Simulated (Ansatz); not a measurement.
Consider Cu3N (space group Pm-3m, No. 221; a = 3.7209 Å). Axes: x, y, z lie along the cube axes.

Computed with Ansatz (a program for electronic structure) LDA, without spin-orbit coupling.

Strains are applied to the cell and any free atomic positions relax.

One change was made to it. Results:

```json
[
 {"quantity": "pressure (mean of the normal stresses, compression positive)", "base": "0.0 GPa", "after": "0.9 GPa"},
 {"quantity": "energy relative to the base (free energy F)", "base": "0 meV/atom", "after": "+0.5 meV/atom"}
]
```

Which change produced these results?
A. uniaxial strain ε_zz = −1.20 %
B. uniaxial strain ε_zz = −1.80 %
C. uniaxial strain ε_zz = −0.60 %

C, uniaxial strain ε_zz = −0.60 %. For comparison, the energy relative to the base in the other runs: uniaxial strain ε_zz = −1.20 % gives +1.9 meV/atom; uniaxial strain ε_zz = −1.80 % gives +4.4 meV/atom.

No phonon test of stability was made. All final runs are without spin polarisation.
